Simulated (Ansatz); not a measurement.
The parent structure is NaCl in the rock salt structure (space group Fm-3m, No. 225; a = 5.601 Å). Axes: x, y, z lie along the cube axes.

Calculations: Ansatz (a quantum-chemistry and plane-wave program) PBEsol, without spin-orbit coupling.

Strains are applied to the cell and any free atomic positions relax.

One change was made to it. Results:

| quantity | base | after |
|---|---|---|
| band gap | 5.01 eV | 4.99 eV |
| electron mass | 0.39 mₑ (at Γ) | 0.39 mₑ (at Γ) |
| valence-band top at Γ (three highest levels, from the VBM) | 0.00, 0.00, 0.00 eV | 0.00, -0.02, -0.04 eV |

### Question
Which change produced these results?
A) tensor shear ε_xy = +2.00 %
B) tensor shear ε_xy = +0.57 %
C) tensor shear ε_xy = +1.71 %

### Answer
B, tensor shear ε_xy = +0.57 %. For comparison, the band gap in the other runs: tensor shear ε_xy = +1.71 % gives 4.94 eV; tensor shear ε_xy = +2.00 % gives 4.93 eV.

Effective masses come from finite differences of ±0.01 Å⁻¹. Whether these cells are dynamically stable was not tested.
